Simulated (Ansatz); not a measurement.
## KTaO3: energy against volume

KTaO3 (cubic perovskite, Pm-3m, 12.659 Å³/atom and stress up to 0.01 GPa in the relaxed cell, cube axes along x, y and z) under an equal strain ε along all three axes. PBEsol in Ansatz, a plane-wave DFT program (PAW, default set), 420 eV, 8×8×8 Γ-centred mesh, Fermi-Dirac smearing 0.05 eV; ions are relaxed, or left where forces stay under 0.02 eV/Å, within the symmetry of each cell.

Here V stands for volume and E for E less E0.

```csv
volume (Å³/atom),E less E0 (meV/atom),pressure (GPa)
11.5539,?,?
11.9880,24.94,12.48
12.2091,10.87,7.96
12.4329,2.69,3.81
12.6594,0.00,0.00
12.8886,2.58,-3.50
13.1206,10.00,-6.70
13.3554,22.00,-9.64
```

The 7 complete rows are fitted with the third-order Birch-Murnaghan form, a cubic in V^(-2/3), E against V. With u = V^(-2/3) - 0.184, the rows have u = 0.006913, 0.004601, 0.002331, 0.000102, -0.002087, -0.004238, -0.006351. Least squares gives E = 0.031 - 108.35·u + 532129·u² + 698643·u³. Residuals (row less fit): -0.003, 0.005, 0.011, -0.025, 0.011, 0.006, -0.004; standard error 0.018 (degrees of freedom: 3). Its minimum lies at u = 0.000102, so V0 = (0.184102)^(-3/2) = 12.66. There d²E/du² = 1065000 and d³E/du³ = 4192000, so B0 = (4/9) × 12.66^(-7/3) × 1065000 × 0.160218 = 203 GPa (the last factor turns the table's units into GPa), and B0' = 4 + (2/3) × 0.184102 × (4192000)/1065000 = 4.5. B0' rests on the cubic coefficient alone and has a standard error of 0.1 from these residuals.

### Question
Predict the withheld E at V = 11.5539 from the fit, and compare with the calculation.

### Answer
u = 0.011666, so E = 0.031 - 108.35 × 0.011666 + 532129 × 0.011666² + 698643 × 0.011666³ = 72.297 meV/atom. The calculation gives 72.10 meV/atom, 0.197 meV/atom below the prediction (0.3 % of the range of E in the table). The row lies outside the fitted rows, so this is an extrapolation. From the scatter of the fitted rows alone, a prediction at this place has a standard error of 0.134 meV/atom, so the miss is 1.5 times that.

The primitive cell can neither tilt nor turn polar against its symmetry, as such crystals can under strain. Other structures, which can take over under pressure, weren't tried. The same form fitted to the pressure column gives B0' = 4.4; series where the two differ by over 0.4 aren't shown. Rows are the converged runs of the series near zero and its far end, less any whose ions stayed unrelaxed beside relaxed ones; series whose fitted rows scatter by over a few per cent of the range, as at a crossing or softening among them, aren't shown in this form.
